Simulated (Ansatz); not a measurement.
# BeTe (model structure, started from the NiAs type, P6₃/mmc, No. 194, 4 atoms in the cell): equilibrium lattice constant a by level of theory

No measured value is used here.

```csv
level (code),value (Å)
PBE (Ansatz),3.850
PBEsol (Ansatz),3.804
PBE-D3(BJ) (Ansatz),?
```

Q: Some entries are withheld; supply them.

A: 
- PBE-D3(BJ) (Ansatz, an electronic-structure program), value (Å): 3.785

Ansatz's density-functional and Hartree–Fock values are scalar-relativistic unless marked +SOC, with PAW data made under PBE.

A model structure was made by putting elements into a prototype or built by hand; it is no filed structure, need not be a known phase, and can be a saddle point held by its symmetry.
